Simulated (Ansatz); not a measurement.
CaO (model structure, started from the CsCl type, Pm-3m, No. 221, 2 atoms in the cell; like a known high-pressure phase), treated with r²SCAN0 in Ansatz (PAW).

Run with plane-wave cutoff 520 eV, 8×8×8 k mesh, Fermi–Dirac smearing 0.01 eV, scalar-relativistic PAW data made under PBE.

Cell (relaxed with PBEsol):

CaO is modelled in the cubic space group Pm-3m (No. 221), the CsCl type structure, Pearson symbol cP2. Conventional cell: a = 2.888 Å, b = 2.888 Å, c = 2.888 Å, α = 90.00°, β = 90.00°, γ = 90.00°. Ca on 1a is coordinated by 8 O at 2.501 Å (cubic). O on 1b is surrounded by 8 Ca at 2.501 Å (cubic). (Neighbours: up to the widest gap in distance over summed covalent radii, below 1.35, at either atom; cation-cation and far metal-metal contacts left out.)

Q: Give the computed band gap and smallest direct gap on the k points sampled.

A: 
band gap: 5.58 eV (on the SCF k mesh) (indirect)
smallest direct gap on the k points sampled: 5.92 eV

Note: cell and atoms aren't relaxed at this level (pressure 0.3 GPa).

Static lattice: no zero-point or thermal effects.

Computing time: roughly 80 core-seconds.

A model structure was made by putting elements into a prototype or built by hand; it is no filed structure, need not be a known phase, and can be a saddle point held by its symmetry.

Ansatz is a quantum-chemistry and plane-wave program.
